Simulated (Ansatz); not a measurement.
# Effect of uniaxial strain ε_yy = +3.42 % on Au

The reference is Au in the fcc (Cu type) structure (space group Fm-3m, No. 225; a = 4.124 Å). Axes: x, y, z lie along the cube axes.

Perturbation: uniaxial strain ε_yy = +3.42 %, all other strain components held at zero; the atoms relax in the strained cell.

Level of theory: Kohn–Sham DFT with the r2SCAN functional, run in Ansatz (a first-principles code) with PAW and 500 eV plane waves, no spin-orbit coupling. Γ-centred 19×19×19 mesh, Fermi–Dirac width 0.05 eV.

- Volume per atom: 18.14 Å³ (base 17.54 Å³)
- Space group: I4/mmm (No. 139) (base Fm-3m (No. 225))
- Energy relative to the base (free energy F): +9.2 meV/atom
- Band gap: zero (base zero)
- Stress (xx, yy, zz, yz, xz, xy; compression positive): (-4.4, -4.9, -4.4, 0.0, 0.0, 0.0) GPa (rough)

Final structure:

```
Au
1.0
    0.00000     2.13256     2.06204
    2.06204     0.00000     2.06204
    2.06204     2.13256     0.00000
Au
1
Direct
  0.00000   0.00000   0.00000
```

Cost of the whole job for the changed cell (relaxation, final SCF and bands): about 50 core-seconds (a rough figure).

Without a gap, meshes like the base's 19×19×19 leave anisotropic stresses uncertain by several tenths of a GPa, and small strain energies with them. Whether these cells are dynamically stable was not tested.
